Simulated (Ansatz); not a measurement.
Consider the following.

```yaml
crystal:
  lattice:
    - [4.32228, 0.00000, 0.00000]
    - [-2.16114, 3.74320, 0.00000]
    - [0.00000, 0.00000, 7.05410]
  atoms:
    - { symbol: Cd, position: [0.33333, 0.66667, 0.99963] }
    - { symbol: Cd, position: [0.66667, 0.33333, 0.49963] }
    - { symbol: Se, position: [0.33333, 0.66667, 0.37537] }
    - { symbol: Se, position: [0.66667, 0.33333, 0.87537] }
```

Level of theory: PBE with spin-orbit coupling, rigid bands (plane waves, PAW; Ansatz, a first-principles code). Condition of this run: hydrostatic pressure of -0.7 GPa (compression positive) (the target of the relaxation). Geometry: cell and atoms relaxed with PBEsol, then loaded as said.

Q: Predict the hole conductivity mass (n e² τ/σ) at 300 K, by direction if it differs.

A: 0.91 (x), 0.91 (y), 1.16 (z) mₑ.

Q: What conductivity effective mass do dilute electrons have at 300 K?

A: 0.075 (x), 0.075 (y), 0.070 (z) mₑ.

Q: And the band gap?

A: 0.52 eV at this level; semilocal functionals usually fall short of the measured gap.

Rigid bands, one relaxation time for all states, no polarons. Geometry: cell and atoms relaxed with PBEsol.
